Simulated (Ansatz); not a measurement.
Pressure series in ZnSnO3

Consider ZnSnO3 (space group R-3, No. 148; a = 5.308 Å, c = 14.025 Å (hexagonal axes); a cell from a computed database, its experimental status unchecked).

Cell and atoms are relaxed at each pressure.

Calculations: PBEsol, PAW, 420 eV (Ansatz, a first-principles code; no SOC).

Candidates:
(a) pressure 5 GPa
(b) pressure −1 GPa
(c) pressure 7.5 GPa
(d) pressure 1.5 GPa

Base values:

The smallest direct gap is 1.52 eV.

### Question
Order them by smallest direct gap, lowest first.

### Answer
(b) pressure −1 GPa (1.49 eV), (d) pressure 1.5 GPa (1.55 eV), (a) pressure 5 GPa (1.64 eV), (c) pressure 7.5 GPa (1.69 eV)

Load acts through the strain it causes; cell and atoms are relaxed under it. Stability against distortions was not tested. No other phases were tried under pressure.
